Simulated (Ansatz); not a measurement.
The parent structure is NaCl in the rock salt structure (space group Fm-3m, No. 225).

```
NaCl
1.0
    0.00000     2.80386     2.80386
    2.80386     0.00000     2.80386
    2.80386     2.80386     0.00000
Cl Na
1 1
Direct
  0.00000   0.00000   0.00000
  0.50000   0.50000   0.50000
```

Cartesian axes are those of the cell as printed.

All numbers come from Ansatz (a quantum-chemistry and plane-wave program), r2SCAN, PAW, cutoff 500 eV, no SOC.

Strains are applied to the cell and any free atomic positions relax; under biaxial strain the out-of-plane vector relaxes too; under stress the whole cell relaxes.

One change was made to it. Results:

The energy grows by 6.6 meV/atom; the band gap increases by 0.17 eV (5.97 eV → 6.14 eV).

What was done to the base?
A) tensor shear ε_xy = −2.47 %
B) biaxial strain −4.78 %, plane normal [001], relaxed out of plane
C) uniaxial stress, 2 GPa compression along z
D) biaxial strain −2.54 %, plane normal [001], relaxed out of plane

D, biaxial strain −2.54 %, plane normal [001], relaxed out of plane. For comparison, the band gap in the other runs: biaxial strain −4.78 %, plane normal [001], relaxed out of plane gives 6.30 eV; tensor shear ε_xy = −2.47 % gives 5.86 eV; uniaxial stress, 2 GPa compression along z gives 6.04 eV.

Beyond what the load breaks, stability against distortions was not tested.
